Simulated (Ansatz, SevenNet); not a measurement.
## NbSi2 (P6₂22, No. 180): properties by level of theory

```tsv
level (code)	lattice parameter a (Å)	c axis length (Å)
SevenNet-0 (SevenNet)	4.820	6.616
SevenNet-l3i5 (SevenNet)	4.818	6.618
LDA (Ansatz)	4.745	6.534
PBE (Ansatz)	4.813	6.612
PBE-D3(BJ) (Ansatz)	4.750	6.547
r²SCAN+rVV10 (Ansatz)	4.787	6.573
```

Ansatz's density-functional and Hartree–Fock values are scalar-relativistic unless marked +SOC, with PAW data made under PBE.

Static lattice: no zero-point or thermal effects.

Ansatz is a first-principles code.
